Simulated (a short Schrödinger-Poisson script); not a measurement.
Stack: MOS inversion layer, SiO2 on p-type Si(110), at 400 K.

From the gate side: 1.1 nm SiO2; 290 nm Si, acceptors 2.2e18 cm⁻³.

Constants are typed, rounded textbook-type inputs, not results; the design itself was drawn at random and stands for no fabricated device. SiO2: permittivity 3.9, conduction-band edge (eV) 3.15, gap (eV) 9, electron mass (mₑ) 0.5. Si: permittivity 11.7, conduction-band edge (eV) 0, gap (eV) 1.124, Nv at 300 K (cm⁻³) 3.1e19.

Channel valleys (confinement mass, in-plane density-of-states mass, number): Δ4 0.315, 0.324, 4; Δ2 0.19, 0.417, 2. At the gate the conduction-band edge of layer 1 lies 3.57 eV − eVg above the Fermi level of the channel; the field vanishes at the back. Gaps are held at their typed values at every temperature. Mesh 0.03 nm at interfaces.

From a short Schrödinger-Poisson script (our own, NumPy): 1D Poisson equation in equilibrium, electrons quantum, Hartree (BenDaniel-Duke, 12 states a valley, the channel's in-plane mass for all, wave functions ending at the dielectric), parabolic valleys, classical holes, full ionisation, no traps, pinning or gate leakage.

| Vg (V) | electrons (cm⁻²) | C (μF/cm²) | Δ4 E0 (meV from the Fermi level) | Δ2 E0 (meV from the Fermi level) |
|---|---|---|---|---|
| 0.55 | 1.92e9 | 0.407 | 324.2 | 359.6 |
| 0.6 | 6.07e9 | 0.411 | 284.3 | 320.4 |
| 0.65 | 1.90e10 | 0.441 | 244.8 | 281.5 |
| 0.7 | 5.76e10 | 0.540 | 206.4 | 243.9 |
| 0.75 | 1.58e11 | 0.758 | 171.5 | 209.6 |
| 0.8 | 3.63e11 | 1.07 | 142.4 | 181.3 |
| 0.85 | 6.88e11 | 1.36 | 120.0 | 159.8 |
| 0.9 | 1.11e12 | 1.58 | 103.1 | 143.8 |
| 0.95 | 1.60e12 | 1.73 | 90.0 | 131.7 |
| 1 | 2.14e12 | 1.84 | 79.4 | 122.1 |
| 1.05 | 2.71e12 | 1.92 | 70.6 | 114.4 |
| 1.1 | 3.31e12 | 1.98 | 63.2 | 108.0 |
| 1.15 | 3.92e12 | 2.03 | 56.7 | 102.5 |
| 1.2 | 4.56e12 | 2.07 | 50.9 | 97.7 |
| 1.25 | 5.20e12 | 2.10 | 45.7 | 93.5 |
| 1.3 | 5.86e12 | 2.13 | 40.9 | 89.8 |
| 1.35 | 6.52e12 | 2.15 | 36.6 | 86.4 |
| 1.4 | 7.20e12 | 2.18 | 32.5 | 83.4 |

Gate voltages with under 1e9 electrons/cm² are left out.

Q: At Vg = 1.4 V the lowest Δ4 subband lies at 32.5 meV from the Fermi level. How many electrons does it hold, and what share of all?

A: The two-dimensional density of states is g m/(πħ²) = 5.41e11 cm⁻² meV⁻¹ (both spins), kT = 34.5 meV, so n = D kT ln(1 + exp(−E/kT)) = 6.13e12 cm⁻², 0.85 of the 7.20e12 cm⁻² in all.

Q: Compare the slope of the sheet density between 1.3 and 1.4 V with the geometric capacitance of the layers between gate and channel.

A: q Δn/ΔV = 2.15 μF/cm²; ε0/Σ(t/ε) = 3.14 μF/cm². The ratio is 0.68: the channel acts as a further capacitance in series.
